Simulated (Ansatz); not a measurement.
Input:

```
CELL_PARAMETERS angstrom
      1.97372    -4.91375     0.00000
      1.97372     4.91375     0.00000
      0.00000     0.00000     3.63570
ATOMIC_POSITIONS crystal
  Sc 0.13917 0.86083 0.25000
  Sc 0.86083 0.13917 0.75000
  Si 0.41863 0.58137 0.25000
  Si 0.58137 0.41863 0.75000
```

Computed with PBEsol, DFPT electron-phonon coupling, linearised Boltzmann equation (plane waves, PAW, scalar-relativistic; Ansatz, a quantum-chemistry and plane-wave program). Geometry: relaxed with this functional, without spin-orbit coupling.

### Question
Predict the intrinsic resistivity at 300 K.

### Answer
45 (x), 29 (y), 8.7 (z) μΩ·cm.

### Question
And the electrons' mean free path at that temperature?

### Answer
9.0 (x), 10.1 (y), 8.5 (z) nm, weighted by the current that each state carries. Wires not much wider than this gain resistivity from their walls.

A metal at this level (no band gap). Only scattering by harmonic phonons is included (no impurities, grain boundaries, electron-electron scattering or thermal expansion). Spin-orbit coupling is left out. The run warned that the eigensolver left some states short of its tolerance. Halving the electron mesh (24x24x24) moves the resistivity by up to 4 % at 300 K, the mean free path by up to 3 %. Smearing 0.20 eV; phonons on a 4x4x4 q mesh, which this run doesn't test.

Computed structure, not matched to a measured one here, so possibly hypothetical: ScSi (Cmcm).
